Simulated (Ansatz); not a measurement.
Base system: BiB in the zinc blende structure (space group F-43m, No. 216; a = 5.4556 Å; a hypothetical phase, not in the database extracts checked).

The change: cell and atoms relaxed at a pressure of 100 GPa.

Levels (all Ansatz, a first-principles code, PAW): PBEsol (420 eV, without spin-orbit coupling); r2SCAN (500 eV, without spin-orbit coupling); HSE06 (420 eV, without spin-orbit coupling).

At the geometry relaxed with PBEsol, these levels gave the following band gaps, in shuffled order: (a) 0.91 eV, (b) 0.59 eV, (c) 0.36 eV.

Match each gap to its level.

(a) HSE06; (b) r2SCAN; (c) PBEsol.

Single points use the geometry relaxed with PBEsol. The hybrid gap comes from the SCF mesh plus the semilocal run's edge points and a few special points and is an upper bound. Spin-orbit coupling, missing from the scalar runs, can matter with Bi. Load acts through the strain it causes; cell and atoms are relaxed under it. No phonon test of stability was made. No other phases were tried under pressure.
